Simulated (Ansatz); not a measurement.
# A computed series for ZnAu: pressure series

Take ZnAu in the CsCl type structure (space group Pm-3m, No. 221; a = 3.187 Å) as the base.

Cell and atoms are relaxed at each pressure.

The values are results of PBE (Ansatz, a first-principles code), without spin-orbit coupling, not measurements.

```json
[
 {"P (GPa)": "-2.01", "V (Å³/atom)": "16.479"},
 {"P (GPa)": "-1.01", "V (Å³/atom)": "16.327"},
 {"P (GPa)": "0.30", "V (Å³/atom)": "16.140"},
 {"P (GPa)": "0.70", "V (Å³/atom)": "16.086"},
 {"P (GPa)": "1.49", "V (Å³/atom)": "15.982"},
 {"P (GPa)": "3.00", "V (Å³/atom)": "15.796"},
 {"P (GPa)": "5.00", "V (Å³/atom)": "15.569"},
 {"P (GPa)": "7.50", "V (Å³/atom)": "15.312"},
 {"P (GPa)": "10.00", "V (Å³/atom)": "15.079"}
]
```

A third-order Birch–Murnaghan fit to these points gives V₀ = 16.18 Å³/atom, B₀ = 116 GPa and B₀′ = 5.6. At pressure 10 GPa the volume is 93.2 % of V₀.

Measured bulk modulus of ZnAu: 131 GPa (temperature not stated; as listed in Niraj K. Nepal et al., Phys. Rev. B (2020)); the computed value is for a static lattice, so the two differ by thermal effects too.

Load acts through the strain it causes; cell and atoms are relaxed under it. Whether these cells are dynamically stable was not tested. No other phases were tried under pressure.
